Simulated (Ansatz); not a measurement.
## Convergence study of the k-point mesh at a smearing width of 0.02 eV for ZnNi (P4mm, 2 atoms in the cell)

```
ZnNi
1.0
    2.88046     0.00000     0.00000
    0.00000     2.88046     0.00000
    0.00000     0.00000     2.88046
Zn Ni
1 1
Cartesian
  1.44023   1.44023   1.49023
  0.00000   0.00000   0.00000
```

Computed with PBEsol, default PAW files made with PBE (plane waves; Ansatz, an electronic-structure program).

Base settings: basis.ecutwfc = 420 eV; kpoints.mp_grid.grid = 11 11 11; hamiltonian.xc = pbesol; hamiltonian.pseudopotentials = {kind: paw} (the program's default PAW files); scf.occupations.method = gaussian; scf.occupations.width = 0.1 eV.

In this ladder: scf.occupations.width = 0.02 eV.

Only quantities that move along the ladder and can be compared are tabulated.

The count of work is k-points × plane waves × bands × iterations; it is no time. 

The starting cell comes from a database of computed structures (which also holds hypothetical and non-ambient phases and stackings), without a prior relaxation at this level. Its lattice was rescaled by up to half a per cent. One atom was moved a little off its site on purpose. Spin polarisation is off. In the base run, with a pressure of about -6 GPa the cell is away from its equilibrium volume at this level. Ansatz's pressure includes its estimate of the finite-basis (Pulay) stress.

```tsv
kpoints.mp_grid.grid	free energy less the last step's (meV/atom)	pressure (GPa)	largest difference of a force vector from the last step's (eV/Å)	count of work / last
4 4 4	12.17	-5.97	0.008	0.012
5 5 5	6.64	-5.80	0.006	0.014
6 6 6	5.80	-6.08	0.003	0.032
7 7 7	1.85	-6.09	0.001	0.027
9 9 9	3.62	-5.99	0.001	0.051
10 10 10	-3.87	-6.26	0.000	0.10
12 12 12	-2.52	-6.20	0.000	0.13
15 15 15	-0.85	-6.22	0.000	0.20
22 22 22	0.23	-6.17	0.000	0.64
27 27 27	0.00	-6.18	0.000	1.0
```

Coarsest kpoints.mp_grid.grid that holds the pressure within 0.05 GPa of the last step, with all finer ones: 12 12 12, at 0.13 of the last step's count of work; the step before is off by 0.08 GPa.

Coarsest kpoints.mp_grid.grid that holds the forces within 0.005 eV/Å of the last step, with all finer ones: 6 6 6, at 0.032 of the last step's count of work; the step before is off by 0.006 eV/Å.

Coarsest kpoints.mp_grid.grid that holds the free energy within 2 meV/atom of the last step, with all finer ones: 15 15 15, at 0.20 of the last step's count of work; the step before is off by 2.5 meV/atom.

Two neighbours can agree and both be off: 5 5 5 and 6 6 6 differ by 0.84 meV/atom in the free energy, yet lie about 5.8 meV/atom from the last step.

Keys are those of Ansatz 0.2.
